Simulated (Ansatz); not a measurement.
Effective masses and thermopower of MgSe (Fm-3m)

```xyz
2
Lattice="0.0000 2.6175 2.6175 2.6175 0.0000 2.6175 2.6175 2.6175 0.0000" Properties=species:S:1:pos:R:3 pbc="T T T"
Mg     0.0000     0.0000     0.0000
Se     2.6175     2.6175     2.6175
```

Calculation: PBEsol with spin-orbit coupling, rigid bands (plane waves, PAW; Ansatz, a first-principles code). Condition of this run: hydrostatic pressure 10 GPa (the target of the relaxation). How the cell was made: cell and atoms relaxed with PBEsol, then loaded as said.

The band gap comes out as 1.82 eV, the electron conductivity mass (300 K, dilute) is 0.30 mₑ and the hole conductivity mass (300 K, dilute) is 0.82 mₑ. The effective density of states N_c (300 K) is 1.4e19 cm⁻³ and the effective density of states N_v (300 K) is 3.9e19 cm⁻³. The density-of-states mass, electrons is 0.66 mₑ, the density-of-states mass, holes is 1.34 mₑ and the Seebeck coefficient, n-type 1e19 cm⁻³, 300 K comes out as -243 μV/K. The best n-type power factor at 300 K for τ = 10 fs (best axis; densities from 1e16 to 1e21 cm⁻³ tried, whether or not they can be reached) comes out as 7.0 μW/(cm·K²) at 3e19 cm⁻³ and the Seebeck coefficient, p-type 1e19 cm⁻³, 300 K comes out as 339 μV/K.

Rigid bands; masses and Seebeck coefficients take one relaxation time τ for all states and one kind of carrier; polarons and phonon drag are left out.
